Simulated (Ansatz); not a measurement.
An Ansatz (an electronic-structure program) run: Bi with a change (pressure 0.9 GPa); r2SCAN+rVV10 (Ansatz, PAW, no SOC).

Input:

Ansatz 0.2 input:
```yaml
crystal:
  lattice:
    - [2.260271552, 1.304968389, 4.0094327891]
    - [-2.260271552, 1.304968389, 4.0094327891]
    - [0, -2.609936778, 4.0094327891]
  atoms:
    - { symbol: Bi, position: [0.2337082868, 0.2337082868, 0.2337082868] }
    - { symbol: Bi, position: [0.7662917132, 0.7662917132, 0.7662917132] }
basis: { ecutwfc: 500, ecutrho_ratio: 4, xc_grid: 4, fft_grid_basis: typed }
kpoints: { mp_grid: { grid: [13, 13, 13] } }
hamiltonian:
  xc: r2scan
  dispersion: rvv10
  pseudopotentials: { kind: paw }
scf: { occupations: { method: fermi_dirac, width: 0.05 } }
relax: { f_tol: 0.01, max_steps: 60, cell: { stress_tol: 0.02, p_target: 0.9 } }
output: { forces: true, stress: true }
checkpoint: { write: state.ck, write_every: 1000 }
```

Output (explanatory and most iteration lines left out):

```
Relaxation: its limit of steps is 60 (relax.max_steps)
Pseudopotential: Bi, paw, valence charge 15
Crystal: 2 atoms, lattice volume = 70.957 Å³
Basis set: ecut = 500 eV, 1809 PW (Γ), exchange–correlation on 144×144×144 points (64 copies of the dense FFT grid, shifted against one another)
Bands: 19, of which v1, the nominal top of the filled ones, is band 15 counted from 1 (14 counted from 0)
Symmetry: 12 space group operations
Space group: R-3m (ITA 166), of the structure as read, at distance tolerance 4.1e-5 Å
k-points: 231 of 2197
Functional: x = r2scan, c = r2scan + rvv10(b = 11.95, C = 0.0093); τ floored in thin density (d = 2e-4 eV/Å³)
SCF iter   1: F=—  HF=-24815.450233 eV  |F-HF|=—  |Δ(HF+E_count)|=         —  Δρ=3.45e-3  dr2=4.82e-3  dr2_τ=1.65e-3  ethr=1.77e-3  ⟨swp⟩=6.4  Hψ=21321  notcnv=0
SCF iter   2: F=—  HF=-24815.469952 eV  |F-HF|=—  |Δ(HF+E_count)|=   1.97e-2  Δρ=2.13e-3  dr2=1.77e-3  dr2_τ=1.73e-4  ethr=1.61e-5  ⟨swp⟩=3.0  Hψ=11502  notcnv=0
SCF 1 converged in 6 iterations: F = -24815.473998 eV  dr2 = 8.10e-8
relax step   1: F+E_penalty+E_count = -24815.47399813 eV  Δ(F+E_penalty+E_count) = +0.000e0 eV  max|allowed force component| = 1.242e-5 eV/Å  Δτ_max = 0.0000 Å  P = +0.001 GPa  Ω = 70.957 Å³  (6 SCF iters, dr2 threshold 1.00e-7 eV, accepted)
[... steps on the carried basis left out ...]
relax step   7: F+E_penalty+E_count = -24815.46912689 eV  Δ(F+E_penalty+E_count) = +2.744e-4 eV  max|allowed force component| = 2.645e-4 eV/Å  Δτ_max = 0.0000 Å  P = +0.896 GPa  Ω = 69.156 Å³  stress off target by 4.43e-3 GPa  SCF on the basis re-selected at this cell (its energy is not comparable with the rows above)  (6 SCF iters)
SCF converged after 6 iterations
Free energy (F): -24815.469127 eV
Internal energy: -24815.468005 eV  (E = F + TS)
E sigma→0 (E₀):  -24815.468566 eV
Entropy (-TS):   -0.001122 eV (-0.561 meV/atom)
Fermi energy:    9.953027 eV
--- Forces (eV/Å), atoms counted from 1 ---
  atom   1  Bi     0.00000000     0.00000000     0.00026450
  atom   2  Bi    -0.00000000     0.00000000    -0.00026450
--- Stress (GPa, compression-positive) ---
        0.895569      -0.000000      -0.000000
       -0.000000       0.895569      -0.000000
       -0.000000       0.000000       0.897026
  P = ⅓ Tr σ = 0.8961 GPa (8.961 kbar)
--- Relaxed structure (6 steps of the walk, 6 accepted, 1 SCFs on fresh bases) ---
  cell:  # Å, volume = 69.1556 Å³
    - [2.2515022138610106, 1.2999054092536928, 3.9381474719502787]
    - [-2.2515022138610106, 1.2999054092536928, 3.9381474719502787]
    - [-6.427525325902706e-18, -2.599810818507385, 3.9381474719502787]
  atoms:
    - { symbol: Bi, position: [0.23507196598689284, 0.23507196598689287, 0.23507196598689284] }
    - { symbol: Bi, position: [0.764928034013107, 0.764928034013107, 0.764928034013107] }
```

With Bi present, leaving out spin-orbit coupling can change the band edges. Load acts through the strain it causes; cell and atoms are relaxed under it. No phonon test of stability was made. The cell was made from Bi in the A7 type structure (space group R-3m, No. 166; layered) by this change: pressure 0.9 GPa.
